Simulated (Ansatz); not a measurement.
# CsPbBr3: holes 2.0×10^21 cm⁻³

The parent structure is CsPbBr3 in the cubic perovskite structure (space group Pm-3m, No. 221; a = 5.872 Å).

One thing is altered: 0.405 holes added to each cell, a density of 2.0×10^21 cm⁻³, with a uniform compensating background at fixed cell and a 300 K Fermi–Dirac width.

All numbers come from Kohn–Sham DFT with the PBEsol functional, run in Ansatz (a quantum-chemistry and plane-wave program) with PAW and 420 eV plane waves, no spin-orbit coupling. Γ-centred 8×8×8 mesh, Fermi–Dirac width 0.0259 eV.

```csv
quantity,base,changed,shift
gap between the host's bands,1.43 eV,1.48 eV,+0.05 eV
gap character,direct at R,direct at R,–
Fermi level relative to the doped band's edge (positive inside the band; to 0.05 eV),–,+1.10 eV,–
```

Carriers are added with a uniform compensating background; total energy and stress of such cells depend on the potential's zero and are not compared; many-body gap narrowing is missing at this level. With Pb present, leaving out spin-orbit coupling can change the band edges. Stability against distortions was not tested. Many cubic perovskites are stable only at high temperature; tilts and polar distortions were not tested. This is not the structure that CsPbBr3 has at room temperature and ambient pressure.
